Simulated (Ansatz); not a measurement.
Consider Bi in the diamond structure (space group Fd-3m, No. 227; a = 7.1646 Å; a hypothetical phase, not in the database extracts checked).

The change: hydrostatic tension (pressure −2 GPa).

Levels (all Ansatz, a program for electronic structure, PAW): PBEsol (420 eV, spin-orbit coupling left out); PBEsol+SOC (420 eV, with spin-orbit coupling).

The geometry is relaxed with PBEsol.

- PBEsol pressure = -2.0 GPa

Q: What does PBEsol+SOC give at this geometry for the pressure?

A: The pressure goes up by 0.9 GPa (-2.0 GPa → -1.1 GPa).

Single points use the geometry relaxed with PBEsol. Differences between runs with and without spin-orbit coupling are approximate. Load acts through the strain it causes; cell and atoms are relaxed under it. Stability against distortions was not tested.
